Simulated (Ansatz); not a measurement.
## A computed series for hypothetical Pn-3m Mg2C: response to strain

Consider Mg2C (space group Pn-3m, No. 224; a = 4.839 Å; a hypothetical phase, not in the database extracts checked). Axes: x, y, z lie along the cube axes.

Strains are applied to the cell and any free atomic positions relax; under biaxial strain the out-of-plane vector relaxes too.

The values are results of PBE in Ansatz (plane waves to 420 eV, PAW, no spin-orbit coupling), not measurements.

Notes on the quantities. energy relative to the base: free energy F; pressure: mean of the normal stresses, compression positive.

| variant | energy relative to the base | space group | shortest interatomic distance | pressure |
|---|---|---|---|---|
| base | 0 meV/atom | Pn-3m (No. 224) | 2.095 Å | 0.0 GPa |
| biaxial strain +4.47 %, plane normal [001], relaxed out of plane | -3.8 meV/atom | P4_2/nnm (No. 134) | 2.091 Å | 0.6 GPa |
| isotropic strain −1.20 % | +4.6 meV/atom | Pn-3m (No. 224) | 2.070 Å | 2.2 GPa |
| isotropic strain +3.34 % | +31 meV/atom | Pn-3m (No. 224) | 2.165 Å | -4.7 GPa |
| uniaxial strain ε_yy = −1.20 % | +0.5 meV/atom | P4_2/nnm (No. 134) | 2.087 Å | 0.7 GPa |
| uniaxial strain ε_yy = +3.31 % | +3.6 meV/atom | P4_2/nnm (No. 134) | 2.119 Å | -1.8 GPa |
| uniaxial strain ε_zz = +1.24 % | +0.5 meV/atom | P4_2/nnm (No. 134) | 2.104 Å | -0.7 GPa |
| uniaxial strain ε_zz = +1.81 % | +1.1 meV/atom | P4_2/nnm (No. 134) | 2.108 Å | -1.0 GPa |

Whether these cells are dynamically stable was not tested. The final runs are not spin-polarised. Under biaxial strain +4.47 %, plane normal [001], relaxed out of plane the cell ends below the base's energy or with stress of the wrong sign: the atoms slid into a distortion or the cell is elastically unstable, so the base is not a stable minimum at this level.

Ansatz is a program for electronic structure.
